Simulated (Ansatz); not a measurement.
The starting structures come from a database of crystals and need not be the phases stable at ambient conditions.

 Where the default PAW files enter, the runs use the earlier of Ansatz's two default sets.

**Evanescent states of K2PtC2 (P-3m1, not sure to be the ambient phase, 5 atoms a cell, 23.8 Å³ an atom) along the normal of (001)**

Calculation: PBEsol (plane waves, PAW; Ansatz, a first-principles code).

The gap is the functional's own, uncorrected, and κ follows it; spin-orbit coupling is left out. Mid-gap values are interpolated between the computed energies.

Energies count from the valence-band top; κ is the least over a 12×12 mesh across the current.

| E (eV) | κ (1/Å) | where |
|---|---|---|
| 0.03 | 0.036 | Γ |
| 0.09 | 0.057 | off Γ |
| 0.15 | 0.065 | off Γ |
| 0.21 | (withheld) | off Γ |
| 0.27 | (withheld) | off Γ |
| 0.33 | (withheld) | off Γ |
| 0.39 | (withheld) | off Γ |
| 0.45 | (withheld) | off Γ |
| 0.51 | (withheld) | off Γ |
| 0.57 | (withheld) | off Γ |
| 0.63 | (withheld) | off Γ |
| 0.69 | (withheld) | off Γ |
| 0.75 | 0.055 | off Γ |
| 0.81 | 0.042 | off Γ |
| 0.87 | 0.016 | off Γ |

**Question.** Fill in the missing entries.

**Answer.** 
- 0.21, κ (1/Å): 0.071
- 0.27, κ (1/Å): 0.075
- 0.33, κ (1/Å): 0.077
- 0.39, κ (1/Å): 0.079
- 0.45, κ (1/Å): 0.079
- 0.51, κ (1/Å): 0.077
- 0.57, κ (1/Å): 0.075
- 0.63, κ (1/Å): 0.070
- 0.69, κ (1/Å): 0.064
